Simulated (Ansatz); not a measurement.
Start from Ga$_{2}$O$_{3}$ in the corundum structure (space group R-3c, No. 167).

```yaml
crystal:
  lattice:
    - [2.50017, 1.44347, 4.48293]
    - [-2.50017, 1.44347, 4.48293]
    - [0.00000, -2.88695, 4.48293]
  atoms:
    - { symbol: Ga, position: [0.64430, 0.64430, 0.64430] }
    - { symbol: Ga, position: [0.14430, 0.14430, 0.14430] }
    - { symbol: Ga, position: [0.35570, 0.35570, 0.35570] }
    - { symbol: Ga, position: [0.85570, 0.85570, 0.85570] }
    - { symbol: O, position: [0.75000, 0.44721, 0.05279] }
    - { symbol: O, position: [0.05279, 0.75000, 0.44721] }
    - { symbol: O, position: [0.25000, 0.55279, 0.94721] }
    - { symbol: O, position: [0.55279, 0.94721, 0.25000] }
    - { symbol: O, position: [0.94721, 0.25000, 0.55279] }
    - { symbol: O, position: [0.44721, 0.05279, 0.75000] }
```

Cartesian axes are those of the cell as printed.

All numbers come from PBEsol, PAW, 420 eV (Ansatz, a program for electronic structure; spin-orbit coupling left out).

Strains are applied to the cell and any free atomic positions relax; under biaxial strain the out-of-plane vector relaxes too.

One change was made to it. Results:

The pressure (mean of the normal stresses, compression positive) goes from zero to 7.37 GPa; the electron mass becomes 0.24 mₑ (at Γ) (base: 0.22 mₑ (at Γ)); the smallest direct gap goes up by 0.24 eV, from 2.95 eV to 3.19 eV.

Problem. Which of these changes matches the shifts?
A. biaxial strain −0.75 %, plane normal [001], relaxed out of plane
B. biaxial strain −2.25 %, plane normal [001], relaxed out of plane
C. biaxial strain −1.50 %, plane normal [001], relaxed out of plane
D. biaxial strain −3.00 %, plane normal [001], relaxed out of plane

Solution. B, biaxial strain −2.25 %, plane normal [001], relaxed out of plane. For comparison, the electron mass in the other runs: biaxial strain −3.00 %, plane normal [001], relaxed out of plane gives 0.24 mₑ out of plane, 0.25 mₑ in plane (at Γ); biaxial strain −0.75 %, plane normal [001], relaxed out of plane gives 0.23 mₑ (at Γ); biaxial strain −1.50 %, plane normal [001], relaxed out of plane gives 0.23 mₑ (at Γ).

Effective masses come from finite differences of ±0.01 Å⁻¹. Stability against distortions was not tested.
